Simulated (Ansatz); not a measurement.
**Gd under a change: uniaxial strain ε_xx = −4.58 %**

Base system: Gd in the hcp (Mg type) structure (space group P6_3/mmc, No. 194; a = 3.569 Å, c = 5.700 Å; ferromagnetic; relaxed with 0.1 eV smearing). Axes: x lies along a and z along c of the hexagonal cell.

The change: uniaxial strain ε_xx = −4.58 %, all other strain components held at zero; the atoms relax in the strained cell.

The values are results of PBEsol/PAW in Ansatz (an electronic-structure program), no SOC, earlier PAW set, not measurements. k-mesh 19×19×10 (Γ-centred); smearing 0.1 eV (Fermi–Dirac).

Volume per atom: 30.00 Å³ (base 31.44 Å³)
Space group: Cmcm (No. 63) (base P6_3/mmc (No. 194))
Energy relative to the base (free energy F): +14 meV/atom
Pressure (mean of the normal stresses, compression positive): 1.7 GPa (base 0.0 GPa)
Band gap: zero (base zero)
Magnetic state: ferromagnetic (base ferromagnetic)
Largest site moment: 7.25 μB (base 7.28 μB)
Largest internal atomic displacement: 0.034 Å
Stress (xx, yy, zz, yz, xz, xy; compression positive): (3.3, 1.0, 0.8, 0.0, 0.0, 0.0) GPa

Final structure:

```
CELL_PARAMETERS angstrom
      3.40532     0.00000     0.00000
     -1.70266     3.09065     0.00000
      0.00000     0.00000     5.70008
ATOMIC_POSITIONS crystal
  Gd 0.33879 0.67758 0.75000
  Gd 0.66121 0.32242 0.25000
```

Other magnetic orders, which the real material may have, were not ruled out. The state of the 4f shell was not checked for lower solutions. Whether these cells are dynamically stable was not tested.
